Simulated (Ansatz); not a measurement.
Effective masses and thermopower of CdTe under load (space group F-43m)

Given:

```
CELL_PARAMETERS angstrom
      0.00000     3.19795     3.19795
      3.19795     0.00000     3.19795
      3.19795     3.19795     0.00000
ATOMIC_POSITIONS crystal
  Cd 0.00000 0.00000 0.00000
  Te 0.25000 0.25000 0.25000
```

Computed with r2SCAN with spin-orbit coupling, rigid bands (plane waves, PAW; Ansatz, a quantum-chemistry and plane-wave program). Condition of this run: hydrostatic pressure of 2 GPa (compression positive) (the target of the relaxation). How the cell was made: cell and atoms relaxed with PBEsol, then loaded as said.

| Quantity | Value |
|---|---|
| band gap | 1.15 eV |
| electron conductivity mass (300 K, dilute) | 0.105 mₑ |
| hole conductivity mass (300 K, dilute) | 0.50 mₑ |
| effective density of states N_c (300 K) | 8.1e17 cm⁻³ |
| effective density of states N_v (300 K) | 1.7e19 cm⁻³ |
| density-of-states mass, electrons | 0.102 mₑ |
| density-of-states mass, holes | 0.77 mₑ |
| Seebeck coefficient, n-type 1e19 cm⁻³, 300 K | -67 μV/K |
| Seebeck coefficient, p-type 1e19 cm⁻³, 300 K | 264 μV/K |
| best p-type power factor at 300 K for τ = 10 fs (best axis; densities from 1e16 to 1e21 cm⁻³ tried, whether or not they can be reached) | 5.5 μW/(cm·K²) at 1e20 cm⁻³ |

Rigid bands; masses and Seebeck coefficients take one relaxation time τ for all states and one kind of carrier; polarons and phonon drag are left out. Geometry: cell and atoms relaxed with PBEsol.
